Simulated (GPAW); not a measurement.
Band structure of HfBRh3 (Pm-3m, 5 atoms in the cell).

```yaml
crystal:
  lattice:
    - [4.09526, 0.00000, 0.00000]
    - [0.00000, 4.09526, 0.00000]
    - [0.00000, 0.00000, 4.09526]
  atoms:
    - { symbol: Hf, position: [0.00000, 0.00000, 0.00000] }
    - { symbol: B, position: [0.50000, 0.50000, 0.50000] }
    - { symbol: Rh, position: [0.00000, 0.50000, 0.50000] }
    - { symbol: Rh, position: [0.50000, 0.00000, 0.50000] }
    - { symbol: Rh, position: [0.50000, 0.50000, 0.00000] }
```

Method of the run: PBEsol, GPAW PAW datasets PBEsol (made by gpaw-setup) (plane waves; GPAW).

Settings: mode = pw; ecut = 900 eV; xc = PBEsol; kpts = 6 6 6; mesh shift (steps) = 0 0 0; occupations.name = methfessel-paxton; occupations.width = 0.05 eV; occupations.order = 0; nbands = -13; convergence.forces = 0.001 eV/Å; symmetry.symmorphic = false; symmetry.tolerance = 0.0005; maxiter = 120; bandpath_npoints = 40.

The starting cell comes from a database of computed structures (which also holds hypothetical and non-ambient phases and stackings), without a prior relaxation at this level. Spin-orbit coupling is off. Spin polarisation is off.

Levels in eV from the Fermi level, bands 27 to 34:
| point | 27 | 28 | 29 | 30 | 31 | 32 | 33 | 34 |
|---|---|---|---|---|---|---|---|---|
| Γ | -1.34 | -1.34 | -0.07 | -0.06 | -0.06 | -0.06 | 2.61 | 2.61 |
| X | -1.73 | -1.73 | -1.18 | -0.06 | 0.84 | 0.84 | 1.99 | 1.99 |
| M | -1.90 | -1.87 | -1.63 | -1.34 | 1.12 | 1.12 | 1.54 | 1.54 |
| R | -0.24 | -0.24 | -0.24 | 0.19 | 0.19 | 0.19 | 1.50 | 1.50 |

Bands cross the Fermi level along this path, so the cell is metallic at this level.
